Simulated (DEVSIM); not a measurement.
System: abrupt Si n-p junction, at 250 K.

| layer (left to right) | material | thickness (μm) | Nd (cm⁻³) | Na (cm⁻³) | τn (s) | τp (s) |
|---|---|---|---|---|---|---|
| 1 | Si | 1.90 | 3.2e17 | - | 0.00019 | 0.00019 |
| 2 | Si | 2.20 | - | 6.7e15 | 0.00019 | 0.00019 |

Left contact: ohmic. Right contact: ohmic. Voltage is applied to the left contact. Recombination: SRH at mid-gap, radiative. Mobility is constant in doping.

Constants are typed, rounded textbook-type inputs, not results; the design itself was drawn at random and stands for no fabricated device. Values at 300 K; Nc and Nv go as T^1.5, mobilities as T to minus their exponent, the gap by Varshni's rule with the affinity fixed.

```tsv
parameter	Si
gap (eV)	1.124
affinity (eV)	4.05
permittivity	11.7
Nc (cm⁻³)	2.86e19
Nv (cm⁻³)	3.1e19
μn (cm²/Vs)	1417
μp (cm²/Vs)	470
T exponent of μn	2.3
T exponent of μp	2.2
B (cm³/s)	4.7e-15
Varshni α (eV/K)	0.000473
Varshni β (K)	636
```

DEVSIM, 1D drift-diffusion, Boltzmann statistics, complete ionisation; no tunnelling, impact ionisation, image-force lowering or self-heating.

The thickness of layer 2 was swept, all else fixed.

```csv
thickness of layer 2 (μm),dark forward voltage at 1 A/cm² (V),dark forward voltage at 100 A/cm² (V)
0.44,0.622,0.729
0.77,0.641,0.745
1.3,0.655,0.759
2.2,0.667,0.773
3.7,0.679,0.786
6.6,0.692,0.802
11,0.703,0.819
```

From the first row to the last the dark forward voltage at 1 A/cm² goes from 0.622 to 0.703. From the first row to the last the dark forward voltage at 100 A/cm² goes from 0.729 to 0.819.
